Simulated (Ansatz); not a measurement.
Take MgSe in the rock salt structure (space group Fm-3m, No. 225; a = 5.508 Å) as the base.

Computed with PBE, PAW, 420 eV (Ansatz, a quantum-chemistry and plane-wave program; spin-orbit coupling left out).

For the base:

```
Item        Value
--------  -------
Band gap  1.77 eV
```

The change: every lattice vector is stretched by 2.50 %; the atoms relax in the strained cell.

Problem. Predict the new band gap.

Solution. The band gap falls by 0.127 eV to 1.65 eV.

Problem. What does the calculation give for the energy relative to the base after the change?

Solution. The energy grows by 21 meV/atom.

Whether these cells are dynamically stable was not tested.
